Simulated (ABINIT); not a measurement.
## Equation of state of fluorite-structure HfO2 (space group 225): energy against volume (ABINIT, LDA)

```xyz
3
Lattice="0.0000 2.4412 2.4412 2.4412 0.0000 2.4412 2.4412 2.4412 0.0000" Properties=species:S:1:pos:R:3 pbc="T T T"
Hf     0.0000     0.0000     0.0000
O      1.2206     1.2206     1.2206
O      3.6618     3.6618     3.6618
```

Level of theory: LDA (PW92), norm-conserving pseudopotentials (PseudoDojo nc-sr-04 LDA standard) (plane waves; ABINIT 10.0.3). Settings: pseudos = [Hf.upf, O.upf]; ecut = 55 Ha; ixc = 7; occopt = 3; tsmear = 0.00036749 Ha; ngkpt = 11 11 11; nshiftk = 1; shiftk = 0 0 0; potentials = PseudoDojo nc-sr-04 LDA standard; nband = 17; kptopt = 1; nstep = 50; tolvrs = 1e-10. The cell above is the first row's. The rows scale it uniformly. In all rows fractional positions and the k mesh are held. E is the free energy at the stated smearing, counted from the lowest row.

```
V (Å^3/atom)  E (meV/atom)
------------  ------------
9.699                    ?
9.910                 6.59
10.121                0.00
10.331                1.65
10.542               10.69
10.753               26.35
10.964               47.97
11.175               74.92
11.386              106.66
```

### Question
Fit E against V with the third-order Birch-Murnaghan form, a cubic in V^(-2/3), and predict the withheld value at V = 9.699.

### Answer
With u = V^(-2/3) - 0.207, the rows have u = 0.009746, 0.006723, 0.003817, 0.000994, -0.001736, -0.004378, -0.006936, -0.009416. Least squares gives E = 15.603 - 5402.07·u + 456300·u² + 316324·u³. Residuals (row less fit): 0.001, -0.005, 0.001, 0.006, -0.004, -0.003, 0.002, -0.001; standard error 0.005 (degrees of freedom: 4). Its minimum lies at u = 0.005883, so V0 = (0.212883)^(-3/2) = 10.18. There d²E/du² = 923800 and d³E/du³ = 1898000, so B0 = (4/9) × 10.18^(-7/3) × 923800 × 0.160218 = 293 GPa (the last factor turns the table's units into GPa), and B0' = 4 + (2/3) × 0.212883 × (1898000)/923800 = 4.3. The program's pressures in the fitted runs (not shown) pass through zero at V = 10.18, 0.00 % from this V0. At the withheld row, u = 0.012878, so E = 15.603 - 5402.07 × 0.012878 + 456300 × 0.012878² + 316324 × 0.012878³ = 22.385 meV/atom. The calculation gives 22.36 meV/atom, 0.025 meV/atom below the prediction (under 0.05 % of the range of E in the table). The row lies outside the fitted rows, so this is an extrapolation. From the scatter of the fitted rows alone, a prediction at this place has a standard error of 0.014 meV/atom, so the miss is 1.8 times that.

Carrying the step between the two nearest rows on in a straight line would have given 13.18, off by 9.18; series whose last step already gives the withheld value aren't shown. The scan was laid around a cell of about the measured size, scaled by a guess for this functional. This is a high-temperature phase, held here by symmetry. The runs keep the symmetry of the cell, so they don't test it for distortions. Spin-orbit coupling is off. Cutoffs and mesh are single choices, not tested for convergence of this quantity. Series with a scatter that would blur these digits, or in which a gap closes, are not shown. Nor are scans whose minimum lies at an end fitted in this form.
